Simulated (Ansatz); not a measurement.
Crystal: HfO2 (P4_2/nmc, 6 atoms a cell, 10.9 Å³ an atom, 4 GPa at this level); planes in its conventional cell.

These are r2SCAN (plane waves, PAW; Ansatz, a first-principles code) values and carry that method's errors.

No gap correction and no spin-orbit coupling; mid-gap values are interpolated between computed energies.

```
plane  area of the cell (Å²)  mid-gap κ (1/Å)  largest κ in the gap (1/Å)
-----  ---------------------  ---------------  --------------------------
(110)                   26.0             0.34                        0.34
(001)                   12.7                …                           …
(100)                   18.4                …                           …
```

**Question.** The slowest decay depends on the direction. Supply the withheld values.

**Answer.** 
- (001), mid-gap κ (1/Å): 0.38
- (001), largest κ in the gap (1/Å): 0.39
- (100), mid-gap κ (1/Å): 0.42
- (100), largest κ in the gap (1/Å): 0.42
